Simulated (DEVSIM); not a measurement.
Structure: abrupt Ge p-n junction, at 300 K.

Layer 1 from the left is Ge, thickness (μm) 62.0, Na (cm⁻³) 9.8e17, τn (s) 7.7e-6, τp (s) 7.7e-6. Layer 2 from the left is Ge, thickness (μm) 54.0, Nd (cm⁻³) 9.3e17, τn (s) 7.7e-6, τp (s) 7.7e-6.

Left contact: ohmic. Right contact: ohmic. Voltage is applied to the left contact. Recombination: SRH at mid-gap, radiative. Mobility is μmin + (μ − μmin)/(1 + (N/Nref)^α).

This is a model device: material constants are rounded textbook-type values typed into the input, and sizes, dopings and lifetimes were drawn at random. Values at 300 K.

Ge: gap (eV) 0.664, affinity (eV) 4, permittivity 16, Nc (cm⁻³) 1.04e19, Nv (cm⁻³) 6e18, μn (cm²/Vs) 3900, μp (cm²/Vs) 1900, μn,min 150, μp,min 100, Nref,n 2.6e17, Nref,p 4e17, αn 0.56, αp 0.6, B (cm³/s) 6.4e-14.

Estimate by hand the built-in potential, the peak field at zero bias, and compare with a numerical solution.


- Built-in potential: ni = √(Nc Nv) exp(−Eg/2kT) = 2.09e13 cm⁻³ with Eg = 0.664 eV; Vbi = kT/q ln(Na Nd/ni²) = 0.555 V; numerical 0.555 V.
- Peak field at zero bias: depletion approximation: W = √(2εVbi/(qN)) = 0.0453 μm with N = 4.77e17 cm⁻³; field = 2Vbi/W = 245000 V/cm; numerical 233000 V/cm (estimate above by 5.0 %).

Simulated with DEVSIM: 1D drift-diffusion, Boltzmann statistics, complete ionisation; no tunnelling, impact ionisation, image-force lowering or self-heating.
